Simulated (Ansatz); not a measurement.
Several settings converged on In (I4/mmm, 1 atom in the cell)

```yaml
crystal:
  lattice:
    - [-1.62987, 1.62987, 2.48243]
    - [1.62987, -1.62987, 2.48243]
    - [1.62987, 1.62987, -2.48243]
  atoms:
    - { symbol: In, position: [0.00000, 0.00000, 0.00000] }
```

Base method: PBE, PAW files (plane waves; Ansatz, a first-principles code).

Base settings: basis.ecutwfc = 420 eV; kpoints.mp_grid.grid = 14 14 14; hamiltonian.xc = pbe; hamiltonian.pseudopotentials = {kind: paw} (the program's default PAW files); scf.occupations.method = fermi_dirac; scf.occupations.width = 0.1 eV.

The count of work is k-points × plane waves × bands × iterations; it is no time. 

**The width of Fermi-Dirac smearing**

In this ladder: kpoints.mp_grid.grid = 23 23 23.

Narrow widths need finer meshes than wide ones, so the last steps can hold mesh noise.

Only quantities that move along the ladder and can be compared are tabulated; pressure and forces are left out, as mesh noise rules them at narrow widths.

| scf.occupations.width | free energy less the last step's (meV/atom) | energy extrapolated to zero width less the last step's (meV/atom) |
|---|---|---|
| 1 eV | -764.82 | -1.17 |
| 0.5 eV | -185.32 | 1.28 |
| 0.3 eV | -61.12 | 1.32 |
| 0.2 eV | -22.56 | 0.70 |
| 0.1 eV | 0.00 | 0.00 |

Widest scf.occupations.width that holds the free energy within 5 meV/atom: not settled: the last two steps still differ by 23 meV/atom, over half the tolerance, so the ladder does not show it.

Widest scf.occupations.width that holds the energy extrapolated to zero width within 1 meV/atom: not settled: the last two steps still differ by 0.70 meV/atom, over half the tolerance, so the ladder does not show it.

The extrapolation to zero width removes most of the smearing's effect on the energy.

**The width of Methfessel-Paxton smearing**

In this ladder: kpoints.mp_grid.grid = 23 23 23; scf.occupations.method = methfessel_paxton.

Narrow widths need finer meshes than wide ones, so the last steps can hold mesh noise.

Only quantities that move along the ladder and can be compared are tabulated; pressure and forces are left out, as mesh noise rules them at narrow widths.

| scf.occupations.width | free energy less the last step's (meV/atom) |
|---|---|
| 1 eV | 2.02 |
| 0.5 eV | 0.86 |
| 0.3 eV | 0.22 |
| 0.2 eV | 0.02 |
| 0.1 eV | -0.07 |
| 0.05 eV | 0.00 |

Widest scf.occupations.width that holds the free energy within 1 meV/atom of the last step, with all finer ones: 0.5 eV; the step before is off by 2.0 meV/atom.

**The mesh under tetrahedron occupations**

In this ladder: scf.occupations.method = tetrahedron; scf.occupations.width = default.

Only quantities that move along the ladder and can be compared are tabulated.

| kpoints.mp_grid.grid | free energy less the last step's (meV/atom) | pressure (GPa) | count of work / last |
|---|---|---|---|
| 6 6 6 | -40.68 | 1.24 | 0.012 |
| 7 7 7 | -0.43 | 1.49 | 0.015 |
| 9 9 9 | 3.58 | 1.90 | 0.029 |
| 11 11 11 | 3.94 | 1.69 | 0.048 |
| 14 14 14 | 1.38 | 1.68 | 0.094 |
| 17 17 17 | -0.11 | 1.67 | 0.16 |
| 21 21 21 | 0.13 | 1.65 | 0.28 |
| 26 26 26 | -0.02 | 1.64 | 0.51 |
| 33 33 33 | 0.00 | 1.63 | 1.0 |

Coarsest kpoints.mp_grid.grid that holds the pressure within 0.2 GPa of the last step, with all finer ones: 11 11 11, at 0.048 of the last step's count of work; the step before is off by 0.27 GPa.

Coarsest kpoints.mp_grid.grid that holds the free energy within 2 meV/atom of the last step, with all finer ones: 14 14 14, at 0.094 of the last step's count of work; the step before is off by 3.9 meV/atom.

Two neighbours can agree and both be off: 9 9 9 and 11 11 11 differ by 0.37 meV/atom in the free energy, yet lie about 3.9 meV/atom from the last step.

On the base run: the starting cell has typed, rounded lattice constants, without a prior relaxation at this level. Its lattice was rescaled by up to half a per cent. Ansatz's pressure includes its estimate of the finite-basis (Pulay) stress.

Left out of this page: 4 runs of the series outside the window shown, repeating another row's setting, or not comparable.

Keys are those of Ansatz 0.2.
